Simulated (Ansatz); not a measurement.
**The (101) surface of orthorhombic SnS in its 1x1 cell (cut with top plane Sn, bottom plane Sn), relaxed from an ideal cut (the real face may reconstruct), outermost plane spacing 0.39 Å in the ideal cut (one of several cuts of this face), with 2 S a cell over the bulk's ratio, from a spin-polarised start (in the relaxation 10 S–Sn bonds formed; 2 S–Sn bonds broke)**

These are PBE with D3(BJ) dispersion (plane waves to 420 eV, PAW; Ansatz, a program for electronic structure) values and carry that method's errors.

Model: 30-atom slab, S16Sn14, 14.1 Å thick at the start, 7x3x1 mesh, Fermi-Dirac 0.025 eV, dipole correction, all atoms relaxed; held to the start's symmetry, so lower structures may exist; spin-polarised from one start with parallel moments (other orders not tried), no spin-orbit, no U. Its gap by band count is narrow, 0.17 eV on this mesh, and the smearing reaches across it. The starting moment vanished.

```yaml
ionisation potential (bulk valence edge below the top vacuum level): 5.26 eV
energy_released_by_relaxation: 2.62 eV
cost: about 2.1 core-hours (a rough figure)
```
